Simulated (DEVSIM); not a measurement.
System: illuminated Si n-on-p cell, one wavelength, at 300 K.

Layer 1 from the left is Si, thickness (μm) 0.510, Nd (cm⁻³) 2e18, τn (s) 9.4e-7, τp (s) 6.3e-7, absorption coefficient (cm⁻¹) 150. Layer 2 from the left is Si, thickness (μm) 81.0, Na (cm⁻³) 2.1e15, τn (s) 8.5e-6, τp (s) 8.5e-6, absorption coefficient (cm⁻¹) 150.

Left contact: ohmic, minority hole recombination velocity 2e5 cm/s. Right contact: ohmic, minority electron recombination velocity 1e7 cm/s. Voltage is applied to the left contact. Recombination: SRH at mid-gap, radiative, Auger. Gap narrowing is on: ΔEg = 6.92 meV × (l + √(l² + 0.5)), l = ln(N/1.3e17 cm⁻³), shared equally by both band edges. Light enters at the left, 2.6e18 photons cm⁻² s⁻¹, one pass, no reflection. Mobility is μmin + (μ − μmin)/(1 + (N/Nref)^α).

Constants are typed, rounded textbook-type inputs, not results; the design itself was drawn at random and stands for no fabricated device. Values at 300 K.

Si: gap (eV) 1.124, affinity (eV) 4.05, permittivity 11.7, Nc (cm⁻³) 2.86e19, Nv (cm⁻³) 3.1e19, μn (cm²/Vs) 1417, μp (cm²/Vs) 470, μn,min 52, μp,min 45, Nref,n 9.7e16, Nref,p 2.2e17, αn 0.68, αp 0.72, B (cm³/s) 4.7e-15, Cn (cm⁶/s) 2.8e-31, Cp (cm⁶/s) 9.9e-32.

Model (solved in DEVSIM): 1D drift-diffusion, Boltzmann statistics, complete ionisation; no tunnelling, impact ionisation, image-force lowering or self-heating.

Dark forward current:

```csv
|V| (V),|J| (A/cm²)
0.05,1.430e-9
0.10,6.221e-9
0.15,2.678e-8
0.20,1.347e-7
0.25,7.849e-7
0.30,5.011e-6
0.35,3.346e-5
0.40,0.0002279
0.45,0.001564
0.50,0.01074
0.55,0.07203
0.60,0.4314
0.65,1.971
0.70,6.501
0.75,16.20
0.80,32.66
0.85,56.76
0.90,88.93
0.95,129.4
1.00,178.4
1.05,236.0
1.10,302.1
1.15,376.8
1.20,460.1
1.25,551.9
1.30,652.1
```

Question: Work out the local ideality factor n = ΔV / (kT/q · ln(J2/J1)) between the rows 0.15 and 0.20 V, 0.45 and 0.50 V, 1.25 and 1.30 V.

Answer: kT/q = 25.85 mV. From 0.15 to 0.20 V: ln(1.347e-7/2.678e-8) = 1.615, n = 1.20. From 0.45 to 0.50 V: ln(0.01074/0.001564) = 1.927, n = 1.00, near the 1 of diffusion or emission over a barrier. From 1.25 to 1.30 V: ln(652.1/551.9) = 0.167, n = 11.59.

Question: What current could the absorbed light give at most, and what share is collected?

Answer: Σ αd = 1.22, so qΦ(1 − exp(−Σ αd)) = 294 mA/cm². The simulated short-circuit current is 182.8 mA/cm², a share of 0.62.

Question: Estimate the open-circuit voltage by superposition: the voltage at which the dark current equals that short-circuit current.

Answer: Interpolating ln J in the table gives 0.576 V. The simulation gives 0.569 V; the estimate lies 7 mV above. Superposition holds where collection doesn't change with voltage.

Question: Estimate the fill factor from FF0 = (v − ln(v + 0.72))/(v + 1), v = qVoc/(nkT), with n from the dark curve.

Answer: The rows about Voc, 0.55 and 0.60 V, give n = 1.08, so v = 20.4 and FF0 = 0.811. The simulation gives 0.813, the same within the digits that matter.
